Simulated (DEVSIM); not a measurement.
Structure: abrupt GaAs p-n junction, at 300 K.

```csv
layer (left to right),material,thickness (μm),Nd (cm⁻³),Na (cm⁻³),τn (s),τp (s)
1,GaAs,12.0,-,5.4e15,6.4e-10,6.4e-10
2,GaAs,84.0,2e16,-,6.4e-10,6.4e-10
```

Left contact: ohmic. Right contact: ohmic. Voltage is applied to the left contact. Recombination: SRH at mid-gap, Auger. Mobility is μmin + (μ − μmin)/(1 + (N/Nref)^α).

Constants are typed, rounded textbook-type inputs, not results; the design itself was drawn at random and stands for no fabricated device. Values at 300 K.

```csv
parameter,GaAs
gap (eV),1.424
affinity (eV),4.07
permittivity,12.9
Nc (cm⁻³),4.7e17
Nv (cm⁻³),9e18
μn (cm²/Vs),8500
μp (cm²/Vs),400
"μn,min",500
"μp,min",20
"Nref,n",6e16
"Nref,p",1.5e17
αn,0.39
αp,0.38
Cn (cm⁶/s),1e-30
Cp (cm⁶/s),1e-30
```

DEVSIM, 1D drift-diffusion, Boltzmann statistics, complete ionisation; no tunnelling, impact ionisation, image-force lowering or self-heating.

The minority lifetime in layer 2 was swept, all else fixed.

```csv
minority lifetime in layer 2 (s),dark forward voltage at 1 A/cm² (V),dark forward voltage at 100 A/cm² (V)
1.9e-11,0.943,1.346
6.4e-11,0.950,1.341
1.9e-10,0.953,1.337
6.4e-10,0.955,1.335
1.9e-9,0.956,1.333
6.4e-9,0.956,1.332
1.9e-8,0.956,1.332
```

From the first row to the last the dark forward voltage at 1 A/cm² goes from 0.943 to 0.956. From the first row to the last the dark forward voltage at 100 A/cm² goes from 1.346 to 1.332.
